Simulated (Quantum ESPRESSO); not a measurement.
Input and output of a self-consistent single point for Hf5Al3N (P6_3/mcm, 18 atoms in the cell) (Quantum ESPRESSO).

Method: LDA (PZ), GBRV 1.5 ultrasoft (LDA) pseudopotentials (plane waves; Quantum ESPRESSO 7.5).

```yaml
crystal:
  lattice:
    - [8.10263, 0.00000, 0.00000]
    - [-4.05132, 7.01709, 0.00000]
    - [0.00000, 0.00000, 5.67543]
  atoms:
    - { symbol: Hf, position: [0.33333, 0.66667, 0.50000] }
    - { symbol: Hf, position: [0.66667, 0.33333, 0.50000] }
    - { symbol: Hf, position: [0.66667, 0.33333, 0.00000] }
    - { symbol: Hf, position: [0.33333, 0.66667, 0.00000] }
    - { symbol: Hf, position: [0.00000, 0.77586, 0.75000] }
    - { symbol: Hf, position: [0.00000, 0.22414, 0.25000] }
    - { symbol: Hf, position: [0.22414, 0.00000, 0.25000] }
    - { symbol: Hf, position: [0.77586, 0.00000, 0.75000] }
    - { symbol: Hf, position: [0.22414, 0.22414, 0.75000] }
    - { symbol: Hf, position: [0.77586, 0.77586, 0.25000] }
    - { symbol: Al, position: [0.00000, 0.40337, 0.75000] }
    - { symbol: Al, position: [0.00000, 0.59663, 0.25000] }
    - { symbol: Al, position: [0.59663, 0.00000, 0.25000] }
    - { symbol: Al, position: [0.40337, 0.00000, 0.75000] }
    - { symbol: Al, position: [0.59663, 0.59663, 0.75000] }
    - { symbol: Al, position: [0.40337, 0.40337, 0.25000] }
    - { symbol: N, position: [0.00000, 0.00000, 0.50000] }
    - { symbol: N, position: [0.00000, 0.00000, 0.00000] }
```

Reference input (self-consistent single point, DFT, LDA (PZ), plane waves, GBRV 1.5 ultrasoft (LDA) pseudopotentials): ecutwfc = 40 Ry; ecutrho = 320 Ry; occupations = smearing; smearing = marzari-vanderbilt; degauss = 0.0099958 Ry; potentials = {Hf: hf_lda_v1.uspp.F.UPF, Al: al_lda_v1.uspp.F.UPF, N: n_lda_v1.2.uspp.F.UPF}; K_POINTS = automatic 4 4 5 0 0 0; conv_thr = 1e-10 Ry; mixing_beta = 0.4. This run's input differs from it in these lines:

```diff
@@ -19,3 +19,3 @@
 &ELECTRONS
-  conv_thr = 1.0d-10
+  conv_thr = 7.3e-05
   mixing_beta = 0.4
```

The program printed (abridged):

```
     Self-consistent Calculation

     iteration #  1     ecut=    40.00 Ry     beta= 0.40

     negative rho (up, down):  1.145E+00 0.000E+00

     total energy              =   -1662.15002971 Ry
     estimated scf accuracy    <      30.79242646 Ry

     iteration #  2     ecut=    40.00 Ry     beta= 0.40

     negative rho (up, down):  1.131E+00 0.000E+00

     total energy              =   -1663.56226960 Ry
     estimated scf accuracy    <      14.93017955 Ry

     iteration #  3     ecut=    40.00 Ry     beta= 0.40

     negative rho (up, down):  1.121E+00 0.000E+00

     total energy              =   -1665.40891546 Ry
     estimated scf accuracy    <      12.26507458 Ry

   [... 5 blocks of this kind left out ...]

     iteration #  9     ecut=    40.00 Ry     beta= 0.40

     negative rho (up, down):  1.128E+00 0.000E+00

     total energy              =   -1666.88566545 Ry
     estimated scf accuracy    <       0.00013200 Ry

     iteration # 10     ecut=    40.00 Ry     beta= 0.40

     negative rho (up, down):  1.128E+00 0.000E+00
     End of self-consistent calculation

     the Fermi energy is    12.3267 ev

!    total energy              =   -1666.88567638 Ry
     estimated scf accuracy    <       0.00004660 Ry
     smearing contrib. (-TS)   =       0.00197835 Ry
     internal energy E=F+TS    =   -1666.88765473 Ry

     convergence has been achieved in  10 iterations

     negative rho (up, down):  1.128E+00 0.000E+00

     Forces acting on atoms (cartesian axes, Ry/au):

     atom    1 type  1   force =    -0.00000000    0.00000000    0.00000000
     atom    2 type  1   force =     0.00000000    0.00000000    0.00000000
     atom    3 type  1   force =    -0.00000000   -0.00000000    0.00000000
     atom    4 type  1   force =     0.00000000   -0.00000000    0.00000000
     atom    5 type  1   force =    -0.00747967    0.01295516   -0.00000000
   [... lines left out ...]
     Total force =     0.036876     Total SCF correction =     0.020442
   [... lines left out ...]

     negative rho (up, down):  1.128E+00 0.000E+00
          total   stress  (Ry/bohr**3)                   (kbar)     P=      -87.60
  -0.00058673  -0.00000000   0.00000000          -86.31       -0.00        0.00
  -0.00000000  -0.00058673  -0.00000000           -0.00      -86.31       -0.00
   0.00000000   0.00000000  -0.00061309            0.00        0.00      -90.19

   JOB DONE.
```

The run converged in 10 iterations. Against the reference run the free energy hardly moves (within 1 meV/atom), the pressure moves little (-8.68 to -8.76 GPa) and the largest force goes from 0.454 to 0.385 eV/Å. The full log also holds: “SCF correction compared to forces is large: reduce conv_thr to get better values”.

The starting cell comes from a database of computed structures (which also holds hypothetical and non-ambient phases and stackings), without a prior relaxation at this level. Its lattice was rescaled by a random factor within 2.5 % of one. With a pressure of about -9 GPa the cell is away from its equilibrium volume at this level.

Cost on one core of a shared machine: roughly 9 min.
